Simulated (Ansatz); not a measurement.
Abridged Ansatz (an electronic-structure program) output:

```
Pseudopotential: Sn, paw, valence charge 14
Pseudopotential: Sb, paw, valence charge 15
Pseudopotential: Mg, paw, valence charge 10
Crystal: 10 atoms, lattice volume = 266.753 Å³
Basis set: ecut = 420 eV, 5201 PW (Γ), exchange–correlation on 64×64×192 points (8 copies of the dense FFT grid, shifted against one another)
Bands: 69, of which v1, the nominal top of the filled ones, is band 59 counted from 1 (58 counted from 0)
Symmetry: 6 space group operations
k-points: 58 of 484 (time reversal used)
Functional: x = pbe(κ = 0.804, μ = 0.2195149727645171), c = pbe(β = 0.06672455060314922)
SCF iter   1: F=—  HF=-36101.003987 eV  |F-HF|=—  |Δ(HF+E_count)|=         —  Δρ=2.03e-3  dr2=4.26e-2  ethr=1.77e-3  ⟨swp⟩=8.2  Hψ=16492  notcnv=0  defer=40
SCF iter   2: F=—  HF=-36100.998427 eV  |F-HF|=—  |Δ(HF+E_count)|=   5.56e-3  Δρ=1.03e-3  dr2=4.24e-3  ethr=3.64e-5  ⟨swp⟩=2.2  Hψ=7118  notcnv=0  defer=133
SCF 1 converged in 9 iterations: F = -36100.997632 eV  dr2 = 2.47e-10
SCF converged after 9 iterations
Free energy (F): -36100.997632 eV
Internal energy: -36100.953610 eV  (E = F + TS)
E sigma→0 (E₀):  -36100.975621 eV
Entropy (-TS):   -0.044023 eV (-4.402 meV/atom)
Fermi energy:    6.870402 eV
--- Forces (eV/Å), atoms counted from 1 ---
  atom   1  Sn     0.00000000    -0.00000000    -0.00088300
  atom   2  Sn     0.00000000    -0.00000000     0.00458859
  atom   3  Sn    -0.00000000     0.00000000    -0.00313742
  atom   4  Sb     0.00000000     0.00000000    -0.00126417
  atom   5  Mg     0.00000000    -0.00000000     0.00027172
  atom   6  Mg    -0.00000000    -0.00000000    -0.00172779
  atom   7  Mg    -0.00000000     0.00000000     0.00046968
  atom   8  Mg    -0.00000000     0.00000000    -0.00033182
  atom   9  Mg     0.00000000    -0.00000000     0.00395915
  atom  10  Mg     0.00000000    -0.00000000    -0.00194983
--- Stress (GPa, compression-positive) ---
       -0.006473      -0.000000       0.000000
       -0.000000      -0.006473      -0.000000
        0.000000       0.000000       0.006651
  P = ⅓ Tr σ = -0.0021 GPa (-0.021 kbar)
```

What was computed, and what are the main results?

Mg6Sn3Sb, 10 atoms in the cell, with PBE (Ansatz), spin-orbit coupling left out. The last SCF converged to F = -36100.997632 eV, or -3610.0998 eV per atom, at a pressure of 0.00 GPa. The total energy compares only with runs of the same code, potentials and settings.

These are small ordered cells, not random alloys; other orderings at the same x differ. Stability against distortions was not tested. The final runs are not spin-polarised. An odd electron count without spin: Mg6Sn3Sb. The cell was made from Mg3Sb2 by this change: x(Sn) = 0.75, 10 atoms, P3m1.
